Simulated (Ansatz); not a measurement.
## GePt (model structure, started from the FeB type, Pmmn, No. 59, 8 atoms in the cell): properties by level of theory

```csv
level (code),volume per atom (Å³/atom),formation enthalpy (eV/atom)
PBE (Ansatz),16.54,-0.306
PBEsol (Ansatz),15.72,-0.345
PBE-D3(BJ) (Ansatz),15.81,-0.339
```

Ansatz's density-functional and Hartree–Fock values are scalar-relativistic unless marked +SOC, with PAW data made under PBE.

Static lattice: no zero-point or thermal effects.

A model structure was made by putting elements into a prototype or built by hand; it is no filed structure, need not be a known phase, and can be a saddle point held by its symmetry.

Ansatz is a quantum-chemistry and plane-wave program.
